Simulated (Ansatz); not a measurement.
A relaxation of the atoms of Zn (P-1, 2 atoms in the cell) with Ansatz (an electronic-structure program).

Method of the run: PBEsol, PAW files made with PBE (plane waves; Ansatz).

The change in words: atoms moved at random; relax: default → atoms; relax.f_tol: default → 0.005 eV/Å. Reference geometry:
```
CELL_PARAMETERS angstrom
      2.62613     0.00000     0.00000
     -1.31306     2.27429     0.00000
      0.00000     0.00000     4.89509
ATOMIC_POSITIONS crystal
  Zn 0.33333 0.66667 0.25000
  Zn 0.66667 0.33333 0.75000
```

Reference input (self-consistent single point, DFT, PBEsol, plane waves, PAW files made with PBE): basis.ecutwfc = 420 eV; kpoints.mp_grid.grid = 12 12 6; hamiltonian.xc = pbesol; hamiltonian.pseudopotentials = {kind: paw} (an earlier, softer set of the program's PAW files); scf.occupations.method = fermi_dirac; scf.occupations.width = 0.1 eV. This run's input differs from it in these lines:

Ansatz 0.2 input:
```diff
@@ -6,4 +6,4 @@
   atoms:
-    - { symbol: Zn, position_ang: [-0.00000098, 1.51619409, 1.22377225] }
-    - { symbol: Zn, position_ang: [1.31306398, 0.75809591, 3.67131675] }
+    - { symbol: Zn, position_ang: [0.01937982, 1.51971014, 1.21805968] }
+    - { symbol: Zn, position_ang: [1.29368318, 0.75457986, 3.67702932] }
 basis:
@@ -17,2 +17,4 @@
   occupations: { method: fermi_dirac, width: 0.1 }
+relax:
+  f_tol: 0.005
 output:
```

Output (repeated stretches shortened):

```
   [... SCF lines of the steps left out ...]
relax step   1: F+E_penalty+E_count = -6561.80110359 eV  Δ(F+E_penalty+E_count) = +0.000e0 eV  max|allowed force component| = 2.835e-2 eV/Å  Δτ_max = 0.0000 Å  (7 SCF iters, dr2 threshold 6.25e-7 eV, accepted)
relax step   2: F+E_penalty+E_count = -6561.80157792 eV  Δ(F+E_penalty+E_count) = -4.743e-4 eV  max|allowed force component| = 1.096e-2 eV/Å  Δτ_max = 0.0106 Å  (5 SCF iters, dr2 threshold 5.02e-8 eV, accepted)
relax step   3: F+E_penalty+E_count = -6561.80170439 eV  Δ(F+E_penalty+E_count) = -1.265e-4 eV  max|allowed force component| = 6.622e-4 eV/Å  Δτ_max = 0.0094 Å  (5 SCF iters, accepted)
Stability not checked: this state was not tested for a lower state beside it, because too few of the mixer's solves of this state at the end of the SCF gave a …
Free energy (F): -6561.801704 eV
Internal energy: -6561.783339 eV  (E = F + TS)
E sigma→0 (E₀):  -6561.792522 eV
Entropy (-TS):   -0.018366 eV (-9.183 meV/atom)
Fermi energy:    11.504580 eV
--- Forces (eV/Å), atoms counted from 1 ---
  atom   1  Zn    -0.00066224    -0.00012738    -0.00000435
  atom   2  Zn     0.00066224     0.00012738     0.00000435
--- Stress (GPa, compression-positive) ---
       -3.992298       0.001553       0.000000
        0.001553      -3.992876       0.000000
        0.000000       0.000000       0.989905
  P = ⅓ Tr σ = -2.3318 GPa (-23.318 kbar)
   [... lines left out ...]
--- Relaxed structure (3 steps of the walk, 3 accepted, 0 SCFs on fresh bases) ---
  F+E_penalty+E_count = -6561.80170439 eV   max|allowed force component| = 6.622e-4 eV/Å
  atoms:
    - { symbol: Zn, position: [0.33358423301801043, 0.6667169681825657, 0.24999951661233283] }
    - { symbol: Zn, position: [0.6664157669819895, 0.33328303181743435, 0.7500004833876672] }
```

The run converged. 

Summary of the result:
* **Free energy E − TS (on the zero of these files)**: -6561.8017 eV
* **Fermi level (on the code's own zero)**: 11.50 eV
* **Pressure**: -2.33 GPa
* **Relaxation steps**: 3

The starting cell comes from a database of computed structures (which also holds hypothetical and non-ambient phases and stackings), without a prior relaxation at this level. Its lattice was rescaled by a random factor within 2.5 % of one. For this run, on top of that: atoms moved at random. Ansatz's pressure includes its estimate of the finite-basis (Pulay) stress.

Cost on one core of a shared machine: roughly 80 s.
